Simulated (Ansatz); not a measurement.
# Hypothetical CsCl type InP, pressure series

The reference is InP in the CsCl type structure (space group Pm-3m, No. 221; a = 3.4487 Å; a hypothetical phase, not in the database extracts checked).

Cell and atoms are relaxed at each pressure.

The values are results of PBE (Ansatz, a program for electronic structure, PAW, scalar-relativistic without spin-orbit coupling), not measurements.

Notes on the quantities. enthalpy: H = E + PV relative to the base's energy.

```csv
case,density,enthalpy
base,5.90 g/cm³,–
pressure −2 GPa,5.70 g/cm³,-0.26 eV/atom
pressure −1 GPa,5.81 g/cm³,-0.13 eV/atom
pressure 0.3 GPa,5.93 g/cm³,+0.04 eV/atom
pressure 0.7 GPa,5.97 g/cm³,+0.09 eV/atom
pressure 1.5 GPa,6.03 g/cm³,+0.19 eV/atom
pressure 3 GPa,6.16 g/cm³,+0.38 eV/atom
pressure 5 GPa,6.31 g/cm³,+0.62 eV/atom
pressure 7.5 GPa,6.48 g/cm³,+0.91 eV/atom
pressure 10 GPa,6.64 g/cm³,+1.20 eV/atom
```

Load acts through the strain it causes; cell and atoms are relaxed under it. Whether these cells are dynamically stable was not tested. No other phases were tried under pressure. All final runs are without spin polarisation.
